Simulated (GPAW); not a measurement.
A user runs GPAW on Si3N4 (P6_3/m, 14 atoms in the cell) and asks whether the run is sound. The aim is a self-consistent single point with DFT PBEsol, plane waves, GPAW PAW datasets PBEsol (made by gpaw-setup).

Cell that was meant: a = 7.6182 Å, b = 7.6182 Å, c = 2.9104 Å, α = 90.00°, β = 90.00°, γ = 120.00°.

Part of the input:

```python
from ase.units import GPa
from gpaw import GPAW

atoms = Atoms(['Si', 'Si', 'Si', 'Si', 'Si', 'Si', 'N', 'N', 'N', 'N', 'N', 'N', 'N', 'N', 'N'],
              cell=[[7.618228, 0.000000, 0.000000],
                    [-3.809114, 6.597579, 0.000000],
                    [0.000000, 0.000000, 2.910429]],
[...]
                                [0.299340, 0.969190, 0.250000],
                                [0.700660, 0.030810, 0.750000],
                                [0.330150, 0.299340, 0.750000],
                                [0.669850, 0.700660, 0.250000],
                                [0.969796, 0.696380, 0.752706]],
              pbc=True)

calc = GPAW(mode={'name': 'pw', 'ecut': 950},
```

The program printed (abridged):

```
Input parameters:
  convergence: {bands: -2,
                forces: 0.001}
  kpts: {gamma: True,
         size: (3, 3, 6)}
  maxiter: 100
   [... lines left out ...]
  14 N      4.735536    4.594422    2.190697    ( 0.0000,  0.0000,  0.0000)

Unit cell:
           periodic     x           y           z      points  spacing
  1. axis:    yes    7.618228    0.000000    0.000000    56     0.1178
  2. axis:    yes   -3.809114    6.597579    0.000000    56     0.1178
  3. axis:    yes    0.000000    0.000000    2.910429    21     0.1386

  Lengths:   7.618228   7.618228   2.910429
  Angles:   90.000000  90.000000 120.000000

Effective grid spacing dv^(1/3) = 0.1305
     iter     time        total  log10-change:
                         energy   eigst   dens  force
iter:   1 --:--:--   275.979577   +1.55
iter:   2 --:--:--   286.551207   -0.04  -0.57
iter:   3 --:--:--   342.704481   +0.07  -0.61
iter:   4 --:--:--   350.820627   -0.46  -1.02
iter:   5 --:--:--   354.154040   -0.36  -1.11
   [... 9 lines left out ...]
iter:  15 --:--:--   356.679773   -2.52  -1.88
iter:  16 --:--:--   356.667925   -2.03  -1.95
iter:  17 --:--:--   356.706529   -2.53  -1.91
iter:  18 --:--:--   356.719214   -2.70  -2.07
iter:  19 --:--:--   356.726722c  -2.92  -2.29
   [... lines left out ...]
iter:  37 --:--:--   356.730738c  -6.40  -4.78c
iter:  38 --:--:--   356.730738c  -6.91  -5.19c
iter:  39 --:--:--   356.730738c  -6.63  -5.25c
iter:  40 --:--:--   356.730738c  -6.82  -5.31c
iter:  41 --:--:--   356.730738c  -7.06  -5.35c
iter:  42 --:--:--   356.730738c  -7.19  -5.47c
iter:  43 --:--:--   356.730738c  -7.05  -5.51c
iter:  44 --:--:--   356.730738c  -7.21  -5.65c
iter:  45 --:--:--   356.730738c  -7.23  -5.66c
iter:  46 --:--:--   356.730738c  -7.31  -5.74c
iter:  47 --:--:--   356.730738c  -7.48c -6.11c
iter:  48 --:--:--   356.730738c  -7.51c -6.09c -3.52c
Converged after 48 iterations.

Dipole moment: (6.065835, 0.138359, 1.509212) |e|*Ang

Energy contributions relative to reference atoms: (reference = -60513.911069)

Kinetic:       +741.192055
Potential:     -189.082173
External:        +0.000000
XC:            -209.857489
Entropy (-ST):   -0.000412
Local:          +14.478551
SIC:             +0.000000
--------------------------
Free energy:   +356.730532
Extrapolated:  +356.730738

Showing only first 2 kpts
 Kpt  Band  Eigenvalues  Occupancy
  0    32      8.99601    2.00000
  0    33      9.32735    2.00000
  0    34     10.22377    2.00000
  0    35     11.54504    0.00000

  1    32      7.73132    2.00000
  1    33      9.19412    2.00000
  1    34     10.29889    0.00000
  1    35     12.20869    0.00000

   [... lines left out ...]
Fermi level: 10.25787
No gap
   [... lines left out ...]
 10 N     0.34098    1.06001   -0.00511
 11 N     0.06122    0.02266   -0.00108
 12 N    -0.08762    0.08232   -0.00071
 13 N    -1.22766    0.21884   -0.01008
 14 N  -476.96090  865.07209   38.61406

Stress tensor:
    -0.669337     0.379254     0.027323
     0.379254    -1.228588    -0.044713
     0.027323    -0.044713    -0.376439
Stress (GPa, Voigt): [-107.2397 -196.8415  -60.3122   -7.1637    4.3777   60.7631]
```

Problem. Is anything amiss in this input, and did it matter?

Solution. The run is not sound. The fault is one atom entered twice. Two nuclei at or near one point give a huge ion-ion repulsion and overlapping cores, and the electron count is too high as well. To fix it, remove the duplicate atom. The run converged in 48 iterations without an error; against the sound input the largest force goes from 0.059 to 988.6 eV/Å and no clean gap remains on the mesh (levels overlap or are partly filled), against 4.41 eV before.

The sound input it was made from differs as follows (other fixes are possible):
```diff
-atoms = Atoms(['Si', 'Si', 'Si', 'Si', 'Si', 'Si', 'N', 'N', 'N', 'N', 'N', 'N', 'N', 'N', 'N'],
+atoms = Atoms(['Si', 'Si', 'Si', 'Si', 'Si', 'Si', 'N', 'N', 'N', 'N', 'N', 'N', 'N', 'N'],
-                                [0.669850, 0.700660, 0.250000],
-                                [0.969796, 0.696380, 0.752706]],
+                                [0.669850, 0.700660, 0.250000]],
```

With that input, the run converged in 55 iterations: free energy E − TS (from the program's reference atoms) -120.0867 eV; top of the valence band (on the code's own zero) 6.98 eV; gap on the k-point mesh 4.41 eV; largest force (vector length) 0.059 eV/Å (DFT PBEsol, plane waves, GPAW PAW datasets PBEsol (made by gpaw-setup)).

On the sound input: the starting cell comes from a database of computed structures (which also holds hypothetical and non-ambient phases and stackings), without a prior relaxation at this level. Its lattice was rescaled by a random factor within 2.5 % of one.
